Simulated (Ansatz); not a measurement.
The starting structures come from a database of crystals and need not be the phases stable at ambient conditions.

By PBEsol, the system below comes out a metal.

Given:

```yaml
crystal:
  lattice:
    - [3.54096, 0.00000, 0.00000]
    - [0.00000, 6.74399, 0.00000]
    - [0.00000, -3.37199, 5.84047]
  atoms:
    - { symbol: Ge, position: [0.00000, 0.33333, 0.66667] }
    - { symbol: Ge, position: [0.00000, 0.66667, 0.33333] }
    - { symbol: Ge, position: [0.50000, 0.00000, 0.00000] }
    - { symbol: Pt, position: [0.50000, 0.00000, 0.62181] }
    - { symbol: Pt, position: [0.50000, 0.37820, 0.37820] }
    - { symbol: Pt, position: [0.50000, 0.62181, 0.00000] }
    - { symbol: Pt, position: [0.00000, 0.28308, 0.00000] }
    - { symbol: Pt, position: [0.00000, 0.00000, 0.28308] }
    - { symbol: Pt, position: [0.00000, 0.71693, 0.71693] }
```

The cell is taken as given; by PBEsol it stands under a pressure of -3.5 GPa.

The current flows along the normal of the first two printed cell vectors, the (100) plane of the conventional cell. No spin-orbit coupling; the value is a mean over 0.1 eV about the Fermi level.

State the ballistic conductance per area according to PBEsol (Ansatz, an electronic-structure program).

0.31 × 10¹⁵ S/m² for both spins.
